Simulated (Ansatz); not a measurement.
An Ansatz (a first-principles code) input (PBEsol, PAW, 420 eV (Ansatz; no spin-orbit coupling)):

Ansatz 0.2 input:
```yaml
crystal:
  lattice:
    - [4.6161648119, 0, 0]
    - [-2.308082406, 3.9977159951, 0]
    - [0, 0, 7.500861923]
  atoms:
    - { symbol: Mg, position: [0.3333333333, 0.6666666667, 0.9995872175] }
    - { symbol: Mg, position: [0.6666666667, 0.3333333333, 0.4995872175] }
    - { symbol: Te, position: [0.3333333333, 0.6666666667, 0.3764127825] }
    - { symbol: Te, position: [0.6666666667, 0.3333333333, 0.8764127825] }
basis: { ecutwfc: 420, ecutrho_ratio: 4, xc_grid: 2, fft_grid_basis: typed }
kpoints: { mp_grid: { grid: [8, 8, 5] } }
hamiltonian:
  xc: pbesol
  dispersion: none
  pseudopotentials: { kind: paw }
scf: { occupations: { method: fermi_dirac, width: 0.05 }, convergence: { dr2_threshold: 0.0000000004 } }
relax: { f_tol: 0.005, max_steps: 50 }
output: { forces: true, stress: true }
checkpoint: { write: state.ck, write_every: 1000 }
```

Question: Which symmetry and how many k-points will the program report, and about how many plane waves at Γ?

Answer: Space group P63mc (ITA 186) with 12 operations, k-points 30 of 320, and 2731 plane waves at Γ.

Question: And the final pressure?

Answer: -1.21 GPa (compression positive).

The cells carry an imposed strain or load. Whether these cells are dynamically stable was not tested. The cell was made from MgTe in the wurtzite structure (space group P6_3mc, No. 186) by this change: isotropic strain +1.20 %.
